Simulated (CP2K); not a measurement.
## Input and output of a self-consistent single point for PbO₂ (P4_2/mnm, 6 atoms in the cell) (CP2K)

Method: PBE, GPW, DZVP-MOLOPT-SR-GTH basis, GTH-PBE potentials (GTH_POTENTIALS) run with CP2K.

Input:

```
&GLOBAL
  PROJECT run
  RUN_TYPE ENERGY_FORCE
  PRINT_LEVEL MEDIUM
&END GLOBAL
&FORCE_EVAL
  METHOD Quickstep
  STRESS_TENSOR ANALYTICAL
  &DFT
    BASIS_SET_FILE_NAME BASIS_MOLOPT
    POTENTIAL_FILE_NAME GTH_POTENTIALS
    &QS
      METHOD GPW
      EPS_DEFAULT 1E-10
    &END QS
    &MGRID
      CUTOFF 450
      REL_CUTOFF 40
      NGRIDS 4
    &END MGRID
    &SCF
      SCF_GUESS ATOMIC
      EPS_SCF 1E-7
      MAX_SCF 100
      ADDED_MOS 6
      &DIAGONALIZATION
        ALGORITHM STANDARD
      &END DIAGONALIZATION
      &MIXING
        METHOD BROYDEN_MIXING
        ALPHA 0.2
        NBUFFER 10
      &END MIXING
      &SMEAR ON
        METHOD GAUSSIAN
        SIGMA [eV] 0.1
      &END SMEAR
    &END SCF
    &KPOINTS
      SCHEME MONKHORST-PACK 5 5 7
    &END KPOINTS
    &XC
      &XC_FUNCTIONAL PBE
      &END XC_FUNCTIONAL
    &END XC
    &PRINT
      &MO
        EIGENVALUES T
        OCCUPATION_NUMBERS T
        NDIGITS 8
        FILENAME mo
        &EACH
          QS_SCF 0
        &END EACH
        ADD_LAST NUMERIC
      &END MO
      &MULLIKEN ON
      &END MULLIKEN
    &END PRINT
  &END DFT
  &SUBSYS
    &CELL
      A 4.96000000 0.00000000 0.00000000
      B 0.00000000 4.96000000 0.00000000
      C 0.00000000 0.00000000 3.39000000
      PERIODIC XYZ
    &END CELL
    &COORD
      SCALED
      Pb       0.00000000     0.00000000     0.00000000
      Pb       0.50000000     0.50000000     0.50000000
      O        0.30700000     0.30700000     0.00000000
      O        0.80700000     0.19300000     0.50000000
      O        0.19300000     0.80700000     0.50000000
      O        0.69300000     0.69300000     0.00000000
    &END COORD
    &KIND Pb
      BASIS_SET DZVP-MOLOPT-SR-GTH-q4
      POTENTIAL GTH-PBE-q4
    &END KIND
    &KIND O
      BASIS_SET DZVP-MOLOPT-SR-GTH-q6
      POTENTIAL GTH-PBE-q6
    &END KIND
  &END SUBSYS
  &PRINT
    &FORCES ON
    &END FORCES
    &STRESS_TENSOR ON
    &END STRESS_TENSOR
  &END PRINT
&END FORCE_EVAL
```

Output (repeated stretches shortened):

```
 GLOBAL| Method name                                                        CP2K
 GLOBAL| Project name                                                        run
 GLOBAL| Run type                                                   ENERGY_FORCE

 CELL| Volume [angstrom^3]:                                            83.399424
 CELL| Vector a [angstrom]:       4.960     0.000     0.000   |a| =     4.960000
 CELL| Vector b [angstrom]:       0.000     4.960     0.000   |b| =     4.960000
 CELL| Vector c [angstrom]:       0.000     0.000     3.390   |c| =     3.390000
 CELL| Angle (b,c), alpha [degree]:                                    90.000000
 CELL| Angle (a,c), beta  [degree]:                                    90.000000
 CELL| Angle (a,b), gamma [degree]:                                    90.000000
 CELL| Numerically orthorhombic:                                             YES
 CELL| Periodicity                                                           XYZ

 DFT| Spin restricted Kohn-Sham (RKS) calculation                            RKS
 DFT| Multiplicity                                                             1
 DFT| Number of spin states                                                    1
 DFT| Charge                                                                   0
 DFT| XC density smoothing                                                  NONE
 DFT| XC derivatives                                                          PW

 QS| Method:                                                                 GPW
 QS| Density plane wave grid type                        NON-SPHERICAL FULLSPACE
 QS| Number of grid levels:                                                    4
 QS| Density cutoff [a.u.]:                                                225.0
 QS| Multi grid cutoff [a.u.]: 1) grid level                               225.0
   [... lines left out ...]
 BRILLOUIN| Wavefunction type                                            COMPLEX
 BRILLOUIN| List of Kpoints [2 Pi/Bohr]                                       88
 BRILLOUIN| Number           Weight            X              Y              Z
 BRILLOUIN|     1           0.01143       -0.40000       -0.40000       -0.42857
 BRILLOUIN|     2           0.01143       -0.40000       -0.40000       -0.28571
 BRILLOUIN|     3           0.01143       -0.40000       -0.40000       -0.14286
   [... 85 lines left out ...]
 *******************************************************************************

 Extrapolation method: initial_guess

 Re-scaling the density matrix to get the right number of electrons
                  # Electrons              Trace(P)               Scaling factor
                           32                32.000                        1.000

 Number of electrons:                                                         32
 Number of occupied orbitals:                                                 16
 Number of molecular orbitals:                                                22

 Number of orbital functions:                                                 78
 Number of independent orbital functions:                                     78
 SCF WAVEFUNCTION OPTIMIZATION

  Step     Update method      Time    Convergence         Total energy    Change
     1 NoMix/Diag. 0.20E+00      -     1.31999480       -71.2515783607 -7.13E+01
     2 Broy./Diag. 0.20E+00      -     0.20906266       -64.7853111522  6.47E+00
     3 Broy./Diag. 0.20E+00      -     0.21553390       -69.2772253944 -4.49E+00
     4 Broy./Diag. 0.20E+00      -     0.03722139       -71.5607862842 -2.28E+00
     5 Broy./Diag. 0.20E+00      -     0.02449258       -71.1330057625  4.28E-01
     6 Broy./Diag. 0.20E+00      -     0.00044862       -71.1501076959 -1.71E-02
     7 Broy./Diag. 0.20E+00      -     0.00042258       -71.1551436349 -5.04E-03
   [... 2 lines left out ...]
    10 Broy./Diag. 0.20E+00      -     0.00000210       -71.1540765330 -3.78E-05
    11 Broy./Diag. 0.20E+00      -     0.00000263       -71.1540750211  1.51E-06
    12 Broy./Diag. 0.20E+00      -     0.00000036       -71.1540869613 -1.19E-05
    13 Broy./Diag. 0.20E+00      -     0.00000047       -71.1540890110 -2.05E-06
    14 Broy./Diag. 0.20E+00      -     0.00000003       -71.1540891364 -1.25E-07
  *** SCF run converged in    14 steps ***

  Electronic density on regular grids:        -32.0000000004       -0.0000000004
  Core density on regular grids:               31.9999999956       -0.0000000044
  Total charge density on r-space grids:       -0.0000000048
  Total charge density g-space grids:          -0.0000000048

  Overlap energy of the core charge distribution:               0.00000005264753
  Self energy of the core charge distribution:               -180.72350578443940
  Core Hamiltonian energy:                                     50.34874043792324
  Hartree energy:                                              75.39873994272492
  Exchange-correlation energy:                                -16.17802890475360
  Smearing free energy correction:                             -0.00003488051867
  Fermi energy:                                                 0.12478966150705

  Total energy:                                               -71.15408913641582
  Total energy (extrapolated to sigma->0):                    -71.15407169615648

                     Mulliken Population Analysis

 #  Atom  Element  Kind  Atomic population                           Net charge
       1     Pb       1          2.439839                              1.560161
       2     Pb       1          2.439969                              1.560031
       3     O        2          6.780028                             -0.780028
       4     O        2          6.780068                             -0.780068
       5     O        2          6.780068                             -0.780068
       6     O        2          6.780028                             -0.780028
 # Total charge                             32.000000                  0.000000

 ENERGY| Total FORCE_EVAL ( QS ) energy [hartree]            -71.154089585320705

 FORCES| Atomic forces [hartree/bohr]
 FORCES|   Atom     x               y               z               |f|
 FORCES|      1 -3.69340616E-08  1.32526741E-08  1.49666031E-12   3.92397538E-08
 FORCES|      2 -4.05815808E-08 -1.64340461E-08 -4.59848641E-12   4.37829030E-08
 FORCES|      3  2.63508538E-03  2.63508352E-03  6.91451016E-11   3.72657216E-03
 FORCES|      4  2.50019555E-03 -2.50020268E-03 -1.10270366E-13   3.53581550E-03
 FORCES|      5 -2.50015479E-03  2.50015368E-03 -1.31489078E-13   3.53575202E-03
 FORCES|      6 -2.63504706E-03 -2.63503136E-03  6.91505100E-11   3.72650819E-03
 FORCES| Sum     1.56169533E-09 -3.21241696E-11  1.34952026E-10
 FORCES| Total atomic force                                       1.56784448E-09

 STRESS| Analytical stress tensor [bar]
 STRESS|                        x                   y                   z
 STRESS|      x        7.69036778331E+04   2.67452504840E+01   4.76458013590E-08
 STRESS|      y        2.67452504840E+01   7.69036824741E+04   4.75525346345E-08
 STRESS|      z        4.76458013590E-08   4.75525346345E-08   9.36831784876E+04
 STRESS| 1/3 Trace                                             8.24968462649E+04
```

The run converged in 14 iterations.

The starting cell has typed, rounded lattice constants, without a prior relaxation at this level. Values carry the incompleteness of an atom-centred basis. With a pressure of about 8 GPa the cell is away from its equilibrium volume at this level. The run gives no clean gap (levels at the Fermi energy touch, overlap or are partly filled at this smearing), which alone does not show that the compound is a metal.

Cost on one core of a shared machine: roughly 40 s.
